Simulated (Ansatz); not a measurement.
The parent structure is Os in the hcp (Mg type) structure (space group P6_3/mmc, No. 194; a = 2.754 Å, c = 4.347 Å; relaxed with 0.1 eV smearing). Axes: x lies along a and z along c of the hexagonal cell.

(Cell as relaxed with PBE.)

Levels (all Ansatz, a first-principles code, PAW): PBE (420 eV, no spin-orbit coupling); r2SCAN (500 eV, scalar-relativistic without spin-orbit coupling).

Each level relaxes its own structure.

| base | PBE | r2SCAN |
|---|---|---|
| volume per atom | 14.28 Å³ | 14.02 Å³ |
| lattice parameter a | 5.205 bohr | 5.174 bohr |
| band gap | zero | zero |

It is then changed as follows: biaxial strain +0.43 %, plane normal [001], relaxed out of plane (Cartesian); in-plane vectors clamped, the third vector and the atoms free.

```csv
quantity,PBE,r2SCAN
shortest interatomic distance,5.090 bohr,?
out-of-plane strain,-0.23 %,?
mean in-plane stress (compression positive),-3.5 GPa,?
```

### Question
Predict the r2SCAN column.

### Answer

- shortest interatomic distance, r2SCAN: 5.057 bohr
- out-of-plane strain, r2SCAN: -0.23 %
- mean in-plane stress (compression positive), r2SCAN: -3.7 GPa

PBE's shortest interatomic distance lies 0.033 bohr above r2SCAN's (0.6 %); PBE's in-plane stress lies 0.26 GPa above r2SCAN's; the two agree on the out-of-plane strain. Neither level is exact; r2SCAN is the comparison here, not a measurement.

Whether these cells are dynamically stable was not tested. The final runs are not spin-polarised.
